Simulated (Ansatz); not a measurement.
By hand: formation energy of Cu_W in W (bcc, Im-3m)

Subject: the formation energy of Cu_W in W (bcc, Im-3m). Reaction: 63 W (bcc) + Cu (fcc) → cell A.

A: a supercell of 64 sites of W (bcc, Im-3m) with Cu on a W site (8 W at 2.76 Å); spin state with PBE: run without spin.

Ansatz (a first-principles code) with PAW potentials; structures come from PBE relaxations, nuclei static, no net charge. Ansatz runs with its default PAW set. Larger cells are relaxed from a start prepared with the learned potential CHGNet, on a coarser mesh till forces fall under 0.03 eV/Å, which some starts already meet. A dispersion term (D3(BJ), or D4 for r2SCAN) was computed beside these levels and is taken off wherever the name lacks it. Space groups of crystals are read within 0.01 Å. The runs are scalar-relativistic, without spin-orbit coupling. Mesh and cell size may move defect energies by 0.1 eV or more. Cell A has symmetry Im-3m within 0.02 Å and got no random move, so less symmetric positions, which may lie lower, weren't tried.

Total energies of the cells in eV, at zero smearing width. They compare only within one column; the weights balance every element.

```csv
cell,atoms,weight,PBE
A: W:Cu_W,64,+1,-660867.82663
W (bcc),64,−63/64,-664628.88689
Cu (fcc),1,−1,-6625.17461
```

PBE: (-660867.82663) − 63/64 × (-664628.88689) − (-6625.17461) = 1.409 eV.

What follows from the PBE value: With the reservoirs of the reaction as written, and without entropy terms or charged states, the share of sites that hold the defect in equilibrium is exp(−1.41 eV/k_BT) = 7.8×10^-8 at 1000 K.
